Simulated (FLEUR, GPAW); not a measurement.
A FLEUR input for a self-consistent single point of LuTlTe2 (R-3m, 4 atoms in the cell) (DFT, LDA (Perdew-Zunger), all-electron FLAPW (FLEUR), scalar-relativistic valence):

Input of the input generator:

```
LuTlTe2 FLAPW
&input film=f /
4.1366600282 2.3883017808 15.3793338646
-4.1366600282 2.3883017808 15.3793338646
-0.0000000000 -4.7766035617 15.3793338646
1.0
1.0 1.0 1.0

4
71 0.5000000000 0.5000000000 0.5000000000
81 0.0000000000 0.0000000000 0.0000000000
52 0.7639960000 0.7639960000 0.7639960000
52 0.2360040000 0.2360040000 0.2360040000

&comp jspins=1 /
&exco xctyp='pz' /
&kpt div1=5 div2=5 div3=5 /
&end /
```

```xml
<?xml version="1.0" encoding="UTF-8" standalone="no"?>
<fleurInput fleurInputVersion="0.39">
   <comment>
      LuTlTe2 FLAPW                                                                                       
   </comment>
   <calculationSetup>
      <cutoffs Kmax="3.8" Gmax="11.4" GmaxXC="11.4" numbands="0"/>
      <scfLoop itmax="100" minDistance="0.00001" maxIterBroyd="25" imix="Anderson" alpha="0.05" precondParam="0.0" spinf="2.0"/>
      <coreElectrons ctail="T" frcor="F" kcrel="0" coretail_lmax="0"/>
      <xcFunctional name="pz" relativisticCorrections="F"/>
      <magnetism jspins="1"/>
      <soc l_soc="F" theta="0.0" phi="0.0" spav="F"/>
      <expertModes spex="0" secvar="F"/>
      <geometryOptimization l_f="T" forcealpha="1.0" forcemix="BFGS" epsdisp="0.00001" epsforce="0.00001"/>
      <ldaU l_linMix="F" mixParam="0.05" spinf="1.0"/>
   </calculationSetup>
   <cell>
      <bzIntegration valenceElectrons="70.0" mode="hist" fermiSmearingEnergy="0.0001">
         <kPointListSelection listName="default-1"/>
         <!-- k-points included here -->
         <xi:include xmlns:xi="http://www.w3.org/2001/XInclude" href="kpts.xml"> </xi:include>
      </bzIntegration>
      <!-- symmetry operations included here -->
      <xi:include xmlns:xi="http://www.w3.org/2001/XInclude" href="sym.xml"> </xi:include>
      <bulkLattice scale="1.0">
         <bravaisMatrix>
            <row-1>    4.1366600281999997     2.3883017808000000    15.3793338645999995</row-1>
            <row-2>   -4.1366600281999997     2.3883017808000000    15.3793338645999995</row-2>
            <row-3>    0.0000000000000000    -4.7766035617000000    15.3793338645999995</row-3>
         </bravaisMatrix>
      </bulkLattice>
   </cell>
   <atomSpecies>
      <species name="Lutetium (Lu)" element="Lu" atomicNumber="71">
         <mtSphere radius="2.68" gridPoints="925" logIncrement="0.014"/>
         <atomicCutoffs lmax="10" lnonsphr="8"/>
         <electronConfig flipSpins="F">
            <coreConfig>(1s1/2) (2s1/2) (2p1/2) (2p3/2) (3s1/2) (3p1/2) (3p3/2) (4s1/2) (3d3/2) (3d5/2) (4p1/2) (4p3/2) (4d3/2) (4d5/2)</coreConfig>
            <valenceConfig>(5s1/2) (5p1/2) (5p3/2) (6s1/2) (4f5/2) (4f7/2) (5d3/2) (5d5/2)</valenceConfig>
            <stateOccupation state="(5d3/2)" spinUp="0.2" spinDown="0.2"/>
            <stateOccupation state="(5d5/2)" spinUp="0.3" spinDown="0.3"/>
         </electronConfig>
         <energyParameters s="6" p="6" d="5" f="4"/>
         <lo type="SCLO" l="0" n="5" eDeriv="0"/>
         <lo type="SCLO" l="1" n="5" eDeriv="0"/>
      </species>
      <species name="Thallium (Tl)" element="Tl" atomicNumber="81">
         <mtSphere radius="2.68" gridPoints="925" logIncrement="0.015"/>
         <atomicCutoffs lmax="10" lnonsphr="8"/>
         <electronConfig flipSpins="F">
            <coreConfig>(1s1/2) (2s1/2) (2p1/2) (2p3/2) (3s1/2) (3p1/2) (3p3/2) (4s1/2) (3d3/2) (3d5/2) (4p1/2) (4p3/2) (5s1/2) (4d3/2) (4d5/2) (4f5/2) (4f7/2) (5p1/2) (5p3/2)</coreConfig>
            <valenceConfig>(6s1/2) (5d3/2) (5d5/2) (6p1/2) (6p3/2)</valenceConfig>
            <stateOccupation state="(6p1/2)" spinUp="0.1666666666667" spinDown="0.1666666666667"/>
            <stateOccupation state="(6p3/2)" spinUp="0.3333333333333" spinDown="0.3333333333333"/>
         </electronConfig>
         <energyParameters s="6" p="6" d="6" f="5"/>
         <lo type="SCLO" l="2" n="5" eDeriv="0"/>
      </species>
      <species name="Tellurium (Te)" element="Te" atomicNumber="52">
         <mtSphere radius="2.68" gridPoints="925" logIncrement="0.014"/>
         <atomicCutoffs lmax="10" lnonsphr="8"/>
         <electronConfig flipSpins="F">
            <coreConfig>(1s1/2) (2s1/2) (2p1/2) (2p3/2) (3s1/2) (3p1/2) (3p3/2) (4s1/2) (3d3/2) (3d5/2) (4p1/2) (4p3/2)</coreConfig>
            <valenceConfig>(5s1/2) (4d3/2) (4d5/2) (5p1/2) (5p3/2)</valenceConfig>
            <stateOccupation state="(5p1/2)" spinUp="0.6666666666667" spinDown="0.6666666666667"/>
            <stateOccupation state="(5p3/2)" spinUp="1.3333333333333" spinDown="1.3333333333333"/>
         </electronConfig>
         <energyParameters s="5" p="5" d="5" f="4"/>
         <lo type="SCLO" l="2" n="4" eDeriv="0"/>
      </species>
   </atomSpecies>
   <atomGroups>
      <atomGroup species="Lutetium (Lu)">
         <relPos label="                   1">1.000/2.000 1.000/2.000 1.000/2.000</relPos>
         <force calculate="T" relaxXYZ="TTT"/>
      </atomGroup>
      <atomGroup species="Thallium (Tl)">
         <relPos label="                   2">.0000000000 .0000000000 .0000000000</relPos>
         <force calculate="T" relaxXYZ="TTT"/>
      </atomGroup>
      <atomGroup species="Tellurium (Te)">
         <relPos label="                   3">-.2360040000 -.2360040000 -.2360040000</relPos>
         <relPos label="                   4">.2360040000 .2360040000 .2360040000</relPos>
         <force calculate="T" relaxXYZ="TTT"/>
      </atomGroup>
   </atomGroups>
   <output dos="F" band="F" slice="F">
      <checks vchk="F" cdinf="F"/>
      <bandDOS minEnergy="-.5*Htr" maxEnergy="0.5*Htr" sigma="0.015" storeEVData="T"/>
      <vacuumDOS vacdos="F" integ="F" star="F" nstars="0" locx1="0.0" locy1="0.0" locx2="0.0" locy2="0.0" nstm="0" tworkf="0.0"/>
      <unfoldingBand unfoldBand="F" supercellX="1" supercellY="1" supercellZ="1"/>
      <plotting iplot="0" polar="F">
         <plot TwoD="T" vec1="  1.0  0.0  0.0" vec2="  0.0  1.0  0.0" vec3="  0.0  0.0  1.0" zero="  0.0  0.0  0.0" file="plot"/>
      </plotting>
      <chargeDensitySlicing numkpt="0" minEigenval="0.0" maxEigenval="0.0" nnne="0" pallst="F"/>
      <specialOutput eonly="F"/>
      <magneticCircularDichroism mcd="F" energyLo="-10.0" energyUp="0.0"/>
   </output>
  <!-- We include the file relax.xml here to enable relaxations (see documentation) -->
  <xi:include xmlns:xi="http://www.w3.org/2001/XInclude" href="relax.xml"> <xi:fallback/> </xi:include>
</fleurInput>
```

Question: Translate this input to GPAW.

Answer: One input that does it (others would too):

```python
from ase import Atoms
from ase.units import GPa
from gpaw import GPAW, PW, FermiDirac

atoms = Atoms(['Lu', 'Tl', 'Te', 'Te'],
              cell=[[2.189026, 1.263835, 8.138393],
                    [-2.189026, 1.263835, 8.138393],
                    [0.000000, -2.527670, 8.138393]],
              scaled_positions=[[0.500000, 0.500000, 0.500000],
                                [0.000000, 0.000000, 0.000000],
                                [0.763996, 0.763996, 0.763996],
                                [0.236004, 0.236004, 0.236004]],
              pbc=True)

calc = GPAW(mode=PW(800),
            xc='LDA',
            kpts=(5, 5, 5),
            occupations=FermiDirac(0.0),
            nbands=-8,
            convergence={'forces': 0.001, 'bands': -6},
            symmetry={'symmorphic': False, 'tolerance': 0.0005},
            maxiter=150)

atoms.calc = calc

energy = atoms.get_potential_energy()
print('Energy (eV):', round(energy, 6))
forces = atoms.get_forces()
print('Forces (eV/Ang):')
print(forces.round(5))
stress = atoms.get_stress()
print('Stress (GPa, Voigt):', (stress / GPa).round(4))
```

Basis, cutoffs, solver keys and any potentials are the target program's own. This input uses DFT LDA (Perdew-Wang 92), plane waves, GPAW PAW datasets LDA (gpaw-data 1.0.1). LDA parametrisations can differ slightly between programs.

The starting cell comes from a database of computed structures (which also holds hypothetical and non-ambient phases and stackings), without a prior relaxation at this level. Its lattice was rescaled by a random factor within 2.5 % of one.
